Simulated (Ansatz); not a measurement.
## NbRu in the CsCl type structure (space group Pm-3m, No. 221)

```cif
data_NbRu
_chemical_formula_sum 'Nb1 Ru1'
_space_group_name_H-M_alt 'Pm-3m'
_space_group_IT_number 221
_space_group_name_Hall '-P 4 2 3'
_cell_length_a 3.13935
_cell_length_b 3.13935
_cell_length_c 3.13935
_cell_angle_alpha 90.000
_cell_angle_beta 90.000
_cell_angle_gamma 90.000
loop_
_atom_site_label
_atom_site_type_symbol
_atom_site_symmetry_multiplicity
_atom_site_Wyckoff_symbol
_atom_site_fract_x
_atom_site_fract_y
_atom_site_fract_z
_atom_site_occupancy
Nb1 Nb 1 a 0.00000 0.00000 0.00000 1
Ru1 Ru 1 b 0.50000 0.50000 0.50000 1
```

Level of theory: PBEsol/PAW in Ansatz (a quantum-chemistry and plane-wave program), no spin-orbit coupling. Settings: 15×15×15 k-points, 0.05 eV Fermi–Dirac smearing.

| Property | Value |
|---|---|
| Volume per atom | 15.47 Å³ |
| Density | 10.41 g/cm³ |
| Band gap | zero |
| Total energy | -5156.125 eV/atom (σ→0; compares only within this code and set-up) |

No phonon test of stability was made. The final runs are not spin-polarised. An odd electron count without spin: NbRu.
